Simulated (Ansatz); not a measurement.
**Ga2O3 (model structure, started from the A-La2O3 type, P-3m1, No. 164, 5 atoms in the cell)**

Method: r²SCAN+SOC (plane waves, PAW; Ansatz, an electronic-structure program).

Run with plane-wave cutoff 560 eV, 12×12×6 k mesh (along the axes of the cell as run), Fermi–Dirac smearing 0.01 eV, PAW data made under PBE.

Cell (relaxed with PBEsol):

```
Ga2O3
1.0
    2.99327     0.00000     0.00000
   -1.49663     2.59225     0.00000
    0.00000     0.00000     6.97363
Ga O
2 3
Cartesian
  0.00000   1.72817   1.39482
  1.49663   0.86408   5.57881
  0.00000   0.00000   0.00000
  0.00000   1.72817   4.84779
  1.49663   0.86408   2.12584
```

```json
{
  "band_gap": "3.14 eV (direct)"
}
```

Note: the relaxation could raise the start's symmetry but not lower it, so the cell can be a saddle point; cell and atoms aren't relaxed at this level (largest force component 0.23 eV/Å, pressure -1.6 GPa); the cell has widely spaced layers and the level no dispersion term, so their spacing and the moduli can rest on weak binding.

The computed numbers hold no vibrational or temperature effects.

It cost around 5 core-minutes (rough) of CPU time.

A model structure was made by putting elements into a prototype or built by hand; it is no filed structure, need not be a known phase, and can be a saddle point held by its symmetry.
